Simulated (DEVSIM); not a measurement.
System: abrupt GaSb p-n junction, at 300 K.

| layer (left to right) | material | thickness (μm) | Nd (cm⁻³) | Na (cm⁻³) | τn (s) | τp (s) |
|---|---|---|---|---|---|---|
| 1 | GaSb | 29.0 | - | 1.1e17 | 5.9e-10 | 5.9e-10 |
| 2 | GaSb | 5.40 | 1.5e16 | - | 5.9e-10 | 5.9e-10 |

Left contact: ohmic. Right contact: ohmic. Voltage is applied to the left contact. Recombination: SRH at mid-gap, radiative, Auger. Mobility is μmin + (μ − μmin)/(1 + (N/Nref)^α).

This is a model device: material constants are rounded textbook-type values typed into the input, and sizes, dopings and lifetimes were drawn at random. Values at 300 K.

```csv
parameter,GaSb
gap (eV),0.726
affinity (eV),4.06
permittivity,15.7
Nc (cm⁻³),2.1e17
Nv (cm⁻³),1.8e19
μn (cm²/Vs),5000
μp (cm²/Vs),850
"μn,min",1000
"μp,min",190
"Nref,n",2.8e17
"Nref,p",9e17
αn,1.05
αp,0.65
B (cm³/s),1e-10
Cn (cm⁶/s),5e-30
Cp (cm⁶/s),5e-30
```

Model (solved in DEVSIM): 1D drift-diffusion, Boltzmann statistics, complete ionisation; no tunnelling, impact ionisation, image-force lowering or self-heating.

### Question
Tabulate band edges, carrier densities and field at 0.7 V on the left contact.

### Answer
Energies count from the Fermi level of the right contact; mesh points crowd at the junctions.

```tsv
x (μm)	Ec (eV)	Ev (eV)	n (cm⁻³)	p (cm⁻³)	field (V/cm)
0.000	-0.106	-0.832	2.2e7	1.1e17	65
0.03989	-0.106	-0.832	1.8e10	1.1e17	65
0.1460	-0.105	-0.831	6.5e10	1.1e17	65
0.4281	-0.103	-0.829	1.9e11	1.1e17	65
1.642	-0.095	-0.821	6.6e11	1.1e17	65
4.406	-0.077	-0.803	2.0e12	1.1e17	65
11.29	-0.032	-0.758	1.6e13	1.1e17	65
23.78	0.048	-0.678	7.3e14	1.1e17	60
27.05	0.066	-0.660	2.1e15	1.1e17	52
28.28	0.072	-0.654	3.2e15	1.1e17	46
28.75	0.075	-0.651	3.7e15	1.1e17	43
28.95	0.075	-0.651	4.1e15	1.1e17	-370
29.00	0.060	-0.666	7.4e15	6.1e16	-11000
29.03	0.033	-0.693	2.1e16	2.1e16	-3900
29.17	0.025	-0.701	2.9e16	1.4e16	83
29.48	0.028	-0.698	2.6e16	1.1e16	91
30.25	0.035	-0.691	2.2e16	7.0e15	88
32.20	0.051	-0.675	1.7e16	1.8e15	80
33.81	0.064	-0.662	1.5e16	3.6e14	78
34.19	0.067	-0.659	1.5e16	1.3e14	79
34.34	0.068	-0.658	1.5e16	4.0e13	80
34.40	0.068	-0.658	1.5e16	1.6e8	80
```
